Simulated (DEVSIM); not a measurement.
Structure: Cr/SiO2/p-Si capacitor, at 400 K.

Layer 1 from the left is SiO2, thickness (nm) 3.70. Layer 2 from the left is Si, thickness (nm) 17000, Na (cm⁻³) 1.1e15.

Metal gate on the left, work function 4.5 eV. Fixed charge at the semiconductor interface 0 cm⁻² (in units of +e); no interface traps.

The device is made up for the run: typed textbook-type constants, with dimensions and the other settings drawn at random. Values at 300 K; Nc and Nv go as T^1.5, mobilities as T to minus their exponent, the gap by Varshni's rule with the affinity fixed.

SiO2: gap (eV) 9, affinity (eV) 0.9, permittivity 3.9. Si: gap (eV) 1.124, affinity (eV) 4.05, permittivity 11.7, Nc (cm⁻³) 2.86e19, Nv (cm⁻³) 3.1e19, Varshni α (eV/K) 0.000473, Varshni β (K) 636.

Model (solved in DEVSIM): 1D Poisson equation in equilibrium, Boltzmann statistics, complete ionisation; no quantum confinement or tunnelling. Metal contacts follow the ideal Schottky-Mott rule: no Fermi-level pinning, no interface dipoles.

Problem. What does the simulation give for the flat-band voltage?

Solution. flat-band voltage -0.28 V.
